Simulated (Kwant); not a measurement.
In0.53Ga0.47As/InP stack with 2 barriers

Device: In0.53Ga0.47As/InP stack with 2 barriers. One parabolic valley. Leads of mass 0.041 mₑ with the band edge at 0; grid 0.1 nm; bias swept from 0.01 to 0.375 V, dropping linearly over the stack. Emitter Fermi level 0.021 eV, 77 K, equal in the collector.

```csv
layer,thickness (nm),band offset (eV),mass (mₑ)
1,2.3,0.25,0.08
2,4.9,0,0.041
3,2.3,0.25,0.08
```

The device is made up for the run: typed textbook-type constants, with dimensions and the other settings drawn at random.

Kwant, one-band effective-mass tight-binding model in one dimension, coherent, no space charge, current by the Tsu-Esaki formula.

```
bias (V)  J (A/cm²)
--------  ---------
0.01000         211
0.02259         466
0.03517         769
0.04776        1220
0.06035        1980
0.07293        3310
0.08552        5670
0.09810        9870
0.1107        17000
0.1233        28200
0.1359        42700
0.1484        56000
0.1610        58800
0.1736        42700
0.1862        23600
0.1988        14400
0.2114        10000
0.2240         7630
0.2366         6200
0.2491         5260
0.2617         4630
0.2743         4180
0.2869         3860
0.2995         3620
0.3121         3460
0.3247         3340
0.3372         3270
0.3498         3230
0.3624         3220
0.3750         3240
```
